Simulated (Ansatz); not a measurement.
What tensor shear ε_xy = +0.57 % does to CdTe

Consider CdTe in the zinc blende structure (space group F-43m, No. 216; a = 6.558 Å). Axes: x, y, z lie along the cube axes.

Perturbation: a pure shear with ε_xy = ε_yx = 0.0057, atoms relaxed at fixed cell.

All numbers come from r2SCAN (Ansatz, a first-principles code; PAW; 500 eV plane waves; scalar-relativistic without spin-orbit coupling). Settings: 9×9×9 k-points, 0.05 eV Fermi–Dirac smearing.

```tsv
quantity	base	changed	shift
volume per atom	35.25 Å³	35.25 Å³	0.00 Å³
shortest interatomic distance	2.840 Å	2.837 Å	-0.0022 Å
energy relative to the base (free energy F)	0 meV/atom	+0.3 meV/atom	+0.3 meV/atom
pressure (mean of the normal stresses, compression positive)	0.00 GPa	0.00 GPa	0.00 GPa
band gap	1.17 eV	1.13 eV	-0.030 eV
gap character	direct at Γ	direct at Γ	–
electron mass	0.090 mₑ (at Γ)	0.090 mₑ (at Γ)	–
valence-band top at Γ (three highest levels, from the VBM)	0.00, 0.00, 0.00 eV	0.00, -0.03, -0.06 eV	–
valley order (the lowest conduction-band minima on the path, energy above the VBM, named in the base's zone)	Γ 1.17 eV; L along ⟨111⟩ 2.20 eV	Γ 1.13 eV; L along [1-11] 2.13 eV; L along [11-1] 2.21 eV	–
stress (xx, yy, zz, yz, xz, xy; compression positive)	–	(0.00, 0.00, 0.00, 0.00, 0.00, -0.23) GPa	–
```

Spin-orbit coupling, missing from the scalar runs, can matter with Te. The cells carry an imposed strain or load. Effective masses come from finite differences of ±0.01 Å⁻¹. Stability against distortions was not tested. Labels are those of the standard path for the cell's own space group.
